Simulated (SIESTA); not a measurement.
Band structure of TiZn (Pm-3m, 2 atoms in the cell).

```
CELL_PARAMETERS angstrom
      3.12375     0.00000     0.00000
      0.00000     3.12375     0.00000
      0.00000     0.00000     3.12375
ATOMIC_POSITIONS crystal
  Ti 0.50000 0.50000 0.50000
  Zn 0.00000 0.00000 0.00000
```

Level of theory: GGA PBEsol, numerical atomic orbitals TZP, PseudoDojo PBEsol standard norm-conserving potentials (rewritten from UPF to PSML) in SIESTA.

Settings: XC.functional = GGA; XC.authors = PBEsol; potentials = PseudoDojo PBEsol standard; PAO.BasisSize = TZP; PAO.EnergyShift = 0.01 Ry; MeshCutoff = 350 Ry; kgrid.MonkhorstPack = 7 7 7; OccupationFunction = FD; ElectronicTemperature = 100 meV; MaxSCFIterations = 150; SCF.Mixer.Method = Pulay; SCF.Mixer.Weight = 0.25; SCF.Mixer.History = 6; SCF.DM.Tolerance = 1.0E-05.

The starting cell comes from a database of computed structures (which also holds hypothetical and non-ambient phases and stackings), without a prior relaxation at this level. Values carry the incompleteness of an atom-centred basis.

Levels in eV from the Fermi level, bands 13 to 18:
| point | 13 | 14 | 15 | 16 | 17 | 18 |
|---|---|---|---|---|---|---|
| Γ | -7.19 | -7.19 | -0.55 | -0.55 | 2.17 | 2.17 |
| X | -7.10 | -4.63 | -4.33 | -0.44 | 0.54 | 0.54 |
| M | -6.90 | -3.77 | -0.62 | -0.62 | -0.26 | 1.43 |
| R | -6.90 | -2.29 | -2.29 | -2.29 | 2.17 | 2.97 |

Higher empty bands are left out: an atom-centred basis made for the valence describes them poorly.
